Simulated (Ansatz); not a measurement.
Pressure series in GaP

The parent structure is GaP in the zinc blende structure (space group F-43m, No. 216).

```
CELL_PARAMETERS angstrom
      0.00000     2.75302     2.75302
      2.75302     0.00000     2.75302
      2.75302     2.75302     0.00000
ATOMIC_POSITIONS crystal
  P  0.75000 0.75000 0.75000
  Ga 0.00000 0.00000 0.00000
```

Cell and atoms are relaxed at each pressure.

Level of theory: plane-wave PAW DFT at the PBE level (Ansatz, a quantum-chemistry and plane-wave program, 420 eV), without spin-orbit coupling.

Candidates:
(a) pressure 4.5 GPa
(b) pressure 15 GPa
(c) pressure −2 GPa
(d) pressure 0.9 GPa

For the base:

```
Quantity                        Result
-----------------------------  -------
Width of the top valence band  3.27 eV
```

Q: Order them by width of the top valence band, lowest first.

A: (c) pressure −2 GPa (3.15 eV), (d) pressure 0.9 GPa (3.33 eV), (a) pressure 4.5 GPa (3.53 eV), (b) pressure 15 GPa (4.00 eV)

Load acts through the strain it causes; cell and atoms are relaxed under it. Stability against distortions was not tested. Tetrahedral semiconductors of this kind turn to denser phases somewhere between about 1 and 50 GPa; those were not computed, so compressed cells here can lie past the real transition.
